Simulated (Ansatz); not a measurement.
The parent structure is Al$_{2}$O$_{3}$ in the corundum structure (space group R-3c, No. 167).

```xyz
10
Lattice="2.3646 1.3652 4.2972 -2.3646 1.3652 4.2972 0.0000 -2.7304 4.2972" Properties=species:S:1:pos:R:3 pbc="T T T"
Al     0.0000     0.0000     8.3535
Al     0.0000     0.0000     1.9076
Al     0.0000     0.0000     4.5382
Al     0.0000     0.0000    10.9840
O      0.7232     1.4777     5.3715
O     -1.6414    -0.1125     5.3715
O     -0.7232    -1.4777     7.5201
O     -0.9181     1.3652     7.5201
O      1.6414     0.1125     7.5201
O      0.9181    -1.3652     5.3715
```

Cartesian axes are those of the cell as printed.

Calculations: LDA, PAW, 420 eV (Ansatz, a first-principles code; without spin-orbit coupling).

Before the change:

The smallest direct gap is 6.43 eV and the shortest interatomic distance is 1.844 Å.

Perturbation: biaxial strain −0.75 %, plane normal [001], relaxed out of plane (Cartesian); in-plane vectors clamped, the third vector and the atoms free.

Problem. What does the calculation give for the out-of-plane strain, smallest direct gap, shortest interatomic distance and in-plane stress after the change?

Solution. The out-of-plane strain comes out as +0.39 %; the smallest direct gap increases by 0.18 eV (6.43 eV → 6.61 eV); the shortest interatomic distance shrinks by 0.008 Å (1.844 Å → 1.836 Å); the mean in-plane stress (compression positive) amounts to +4.6 GPa.

No phonon test of stability was made.
